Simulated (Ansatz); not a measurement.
# Y: biaxial strain +2.00 %, plane normal [001], relaxed out of plane

The reference is Y in the hcp (Mg type) structure (space group P6_3/mmc, No. 194; a = 3.594 Å, c = 5.610 Å; relaxed with 0.1 eV smearing). Axes: x lies along a and z along c of the hexagonal cell.

Now apply this change: tensile biaxial strain of 2.00 % in the plane normal to [001], as in epitaxy on a mismatched substrate; the out-of-plane cell vector and the atoms relax.

The values are results of PBEsol/PAW in Ansatz (an electronic-structure program), spin-orbit coupling left out, not measurements. Settings: 19×19×11 k-points, 0.1 eV Fermi–Dirac smearing, for the changed cell.

```json
[
 {"quantity": "volume per atom", "base": "31.38 Å³", "changed": "32.30 Å³", "shift": "+0.92 Å³"},
 {"quantity": "space group", "base": "P6_3/mmc (No. 194)", "changed": "P6_3/mmc (No. 194)", "shift": "–"},
 {"quantity": "shortest interatomic distance", "base": "6.594 bohr", "changed": "6.595 bohr", "shift": "+0.0017 bohr"},
 {"quantity": "pressure (mean of the normal stresses, compression positive)", "base": "0.0 GPa", "changed": "-1.2 GPa", "shift": "-1.15 GPa"},
 {"quantity": "band gap", "base": "zero", "changed": "zero", "shift": "–"},
 {"quantity": "out-of-plane strain", "base": "–", "changed": "-1.07 %", "shift": "–"},
 {"quantity": "mean in-plane stress (compression positive)", "base": "–", "changed": "-1.7 GPa", "shift": "–"}
]
```

Cost of the whole job for the changed cell (relaxation, final SCF and bands): around 16 core-seconds (rough).

Stability against distortions was not tested. The final runs are not spin-polarised.
